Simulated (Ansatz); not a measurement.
Worked example: self-consistent single point of LuAu (P4mm, 2 atoms in the cell) in Ansatz (a quantum-chemistry and plane-wave program).

Level of theory: PBEsol, default PAW files made with PBE (plane waves; Ansatz).

```yaml
crystal:
  lattice:
    - [3.51413, 0.00000, 0.00000]
    - [0.00000, 3.51413, 0.00000]
    - [0.00000, 0.00000, 3.51413]
  atoms:
    - { symbol: Lu, position: [0.50000, 0.50000, 0.51423] }
    - { symbol: Au, position: [0.00000, 0.00000, 0.00000] }
```

Reference input (self-consistent single point, DFT, PBEsol, plane waves, default PAW files made with PBE): basis.ecutwfc = 420 eV; kpoints.mp_grid.grid = 9 9 9; hamiltonian.xc = pbesol; hamiltonian.pseudopotentials = {kind: paw} (the program's default PAW files); scf.occupations.method = fermi_dirac; scf.occupations.width = 0.1 eV. This run's input differs from it in these lines:

Ansatz 0.2 input:
```diff
@@ -12,3 +12,3 @@
   mp_grid:
-    grid: [9, 9, 9]
+    grid: [15, 15, 15]
 hamiltonian:
@@ -19,4 +19,4 @@
   occupations:
-    method: fermi_dirac
-    width: 0.1
+    method: cold
+    width: 0.01
 output:
```

Output (repeated stretches shortened):

```
SCF iter   1: F=—  HF=-27620.294269 eV  |F-HF|=—  |Δ(HF+E_count)|=         —  Δρ=5.19e-3  dr2=1.49e-2  ethr=1.77e-3  ⟨swp⟩=6.0  Hψ=40572  notcnv=0
all-band conjugate gradients solve this SCF's bands
preconditioner: auto → Resta (q_TF=auto, 2.735 Å⁻¹)
SCF iter   2: F=—  HF=-27620.289693 eV  |F-HF|=—  |Δ(HF+E_count)|=   4.58e-3  S|Δr|=    0.00e0  Δρ=1.59e-3  dr2=9.33e-4  ethr=3.38e-5  ⟨swp⟩=3.1  Hψ=19189  notcnv=0  defer=261
   [... lines left out ...]
SCF iter   5: F=—  HF=-27620.289350 eV  |F-HF|=—  |Δ(HF+E_count)|=   4.58e-5  S|Δr|=    0.00e0  Δρ=1.61e-4  dr2=1.23e-5  ethr=2.09e-7  ⟨swp⟩=2.2  Hψ=13742  notcnv=0  defer=261
SCF iter   6: F=—  HF=-27620.289348 eV  |F-HF|=—  |Δ(HF+E_count)|=   2.02e-6  S|Δr|=    0.00e0  Δρ=5.72e-5  dr2=9.49e-7  ethr=2.78e-8  ⟨swp⟩=2.0  Hψ=13365  notcnv=0  defer=261
SCF iter   7: F=-27620.289347 eV  HF=-27620.289347 eV  |F-HF|=7.05e-8  |Δ(HF+E_count)|=   1.48e-7  S|Δr|=    0.00e0  Δρ=1.58e-5  dr2=6.60e-8  ethr=2.27e-10  ⟨swp⟩=10.4  Hψ=55402  notcnv=0
SCF 1 converged in 7 iterations: F = -27620.289347 eV  dr2 = 6.60e-8
Stability not checked (fill_not_monotonic)
Free energy (F): -27620.289347 eV
Internal energy: -27620.289390 eV  (E = F + TS)
E sigma→0 (E₀):  -27620.289362 eV
Entropy (-TS):   0.000042 eV (0.021 meV/atom)
Fermi energy:    17.620962 eV
--- Forces (eV/Å), atoms counted from 1 ---
  atom   1  Lu     0.00000000     0.00000000    -0.11365482
  atom   2  Au    -0.00000000     0.00000000     0.11364191
--- Stress (GPa, compression-positive) ---
       -3.245373       0.000000      -0.000000
        0.000000      -3.245373       0.000000
       -0.000000       0.000000      -3.196157
  P = ⅓ Tr σ = -3.2290 GPa (-32.290 kbar)
  The stress holds the Pulay correction. Without it, at fixed plane waves, as pw.x and ABINIT print it: P = -3.2810 GPa
```

The run converged in 7 iterations. Against the reference run the free energy rises by 13.9 meV/atom, the pressure goes from -3.04 to -3.23 GPa and the largest force stays at 0.114 eV/Å.

The starting cell comes from a database of computed structures (which also holds hypothetical and non-ambient phases and stackings), without a prior relaxation at this level. Its lattice was rescaled by up to half a per cent. One atom was moved a little off its site on purpose. With a pressure of about -3 GPa the cell is away from its equilibrium volume at this level. Ansatz's pressure includes its estimate of the finite-basis (Pulay) stress.

Cost on one core of a shared machine: roughly 30 s.
